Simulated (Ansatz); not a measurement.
# Pd, pressure series

Base system: Pd in the fcc (Cu type) structure (space group Fm-3m, No. 225; a = 3.943 Å).

Cell and atoms are relaxed at each pressure.

Computed with PBE in Ansatz (plane waves to 420 eV, PAW, spin-orbit coupling left out).

Notes on the quantities. enthalpy: H = E + PV relative to the base's energy.

```csv
case,volume per atom,enthalpy
base,15.32 Å³,–
pressure −2 GPa,…,-0.19 eV/atom
pressure −1 GPa,15.42 Å³,-0.10 eV/atom
pressure 0.9 GPa,…,+0.09 eV/atom
pressure 2.1 GPa,15.14 Å³,+0.20 eV/atom
pressure 4.5 GPa,14.94 Å³,+0.42 eV/atom
pressure 9 GPa,14.62 Å³,+0.84 eV/atom
pressure 15 GPa,…,+1.38 eV/atom
pressure 22.5 GPa,13.84 Å³,+2.04 eV/atom
pressure 30 GPa,13.50 Å³,+2.68 eV/atom
```

What belongs in the blanks?


- pressure −2 GPa, volume per atom: 15.51 Å³
- pressure 0.9 GPa, volume per atom: 15.24 Å³
- pressure 15 GPa, volume per atom: 14.24 Å³

Load acts through the strain it causes; cell and atoms are relaxed under it. Stability against distortions was not tested. No other phases were tried under pressure. All final runs are without spin polarisation.

Ansatz is a program for electronic structure.
